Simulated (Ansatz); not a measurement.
Consider S vacancy in zinc-blende ZnS, charge state +2. The step: one S atom jumps into the vacancy from a nearby S site; the atom moves 3.90 Å along (0.00, -0.51, -0.51) of the unit cell; the moving atom starts with neighbours Zn at 2.27, 2 Zn at 2.36, Zn at 2.39 Å and ends with Zn at 2.27, 2 Zn at 2.36, Zn at 2.39 Å. A PBE band in Ansatz (plane-wave PAW, the Γ point alone, 64 host sites, 110 SCF runs with any check of the saddle's order, static, no finite-size correction) gives a forward barrier of 1.48 eV. The program found a first-order saddle point. The charge state is imposed; whether it is stable for some Fermi level was not computed. Forms of the defect that were not tried may lie lower.

Single points at the band's start and saddle point can refine it. Rough cost of one point, in units of the band's mean SCF on the same machine:

```
Level                                             Cost of one point
------------------------------------------------  -----------------
PBE, a 2×2×2 k-point mesh shifted by half a step            about 9
r2SCAN at 500 eV, the Γ point alone                         about 4
```

Problem. Which of these move the barrier by more than 0.1 eV, and how far does each move it?

Solution. PBE, a 2×2×2 k-point mesh shifted by half a step: +0.17 eV; r2SCAN at 500 eV, the Γ point alone: +0.17 eV. Each functional is compared with PBE at the same k-points.

Ansatz is an electronic-structure program.
